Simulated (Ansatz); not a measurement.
Crystal: KTcO4 (I4_1/a, not sure to be the ambient phase, 12 atoms a cell, 16.7 Å³ an atom); planes in its conventional cell.

Method: PBEsol (plane waves, PAW; Ansatz, a program for electronic structure).

No gap correction and no spin-orbit coupling; mid-gap values are interpolated between computed energies.

| plane | area of the cell (Å²) | mid-gap κ (1/Å) | largest κ in the gap (1/Å) |
|---|---|---|---|
| (101) | 38.9 | 0.58 | 0.58 |
| (110) | 50.2 | ___ | ___ |
| (100) | 71.0 | ___ | ___ |

Question: The slowest decay depends on the direction. Supply the withheld values.

Answer: 
- (110), mid-gap κ (1/Å): 0.53
- (110), largest κ in the gap (1/Å): 0.54
- (100), mid-gap κ (1/Å): 0.56
- (100), largest κ in the gap (1/Å): 0.56
